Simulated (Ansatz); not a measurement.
**Carrier properties of Li3OCl (Pm-3m)**

Here is the system:

```
CELL_PARAMETERS angstrom
      3.83955     0.00000     0.00000
      0.00000     3.83955     0.00000
      0.00000     0.00000     3.83955
ATOMIC_POSITIONS crystal
  Li 0.00000 0.50000 0.50000
  Li 0.50000 0.00000 0.50000
  Li 0.50000 0.50000 0.00000
  Cl 0.00000 0.00000 0.00000
  O  0.50000 0.50000 0.50000
```

Calculation: PBEsol, rigid bands (plane waves, PAW, scalar-relativistic; Ansatz, an electronic-structure program). Geometry: cell and atoms relaxed with PBEsol.

```json
{
 "band_gap": "4.75 eV",
 "electron conductivity mass (300 K, dilute)": "0.47 mₑ",
 "hole conductivity mass (300 K, dilute)": "1.45 mₑ",
 "effective density of states N_c (300 K)": "2.8e19 cm⁻³",
 "effective density of states N_v (300 K)": "2.9e20 cm⁻³",
 "density_of_states_mass_electrons": "1.08 mₑ",
 "density_of_states_mass_holes": "5.2 mₑ",
 "Seebeck coefficient, n-type 1e19 cm⁻³, 300 K": "-308 μV/K",
 "best n-type power factor at 300 K for τ = 10 fs (best axis; densities from 1e16 to 1e21 cm⁻³ tried, whether or not they can be reached)": "10.1 μW/(cm·K²) at 1e20 cm⁻³",
 "Seebeck coefficient, p-type 1e19 cm⁻³, 300 K": "503 μV/K"
}
```

Rigid bands; masses and Seebeck coefficients take one relaxation time τ for all states and one kind of carrier; polarons and phonon drag are left out. Spin-orbit coupling is left out; where it splits the top of the valence band, N_v and the p-type Seebeck coefficient come out somewhat high without it.

Computed structure with no diffraction record at hand here (it may be known, metastable or hypothetical): Li3OCl (Pm-3m).
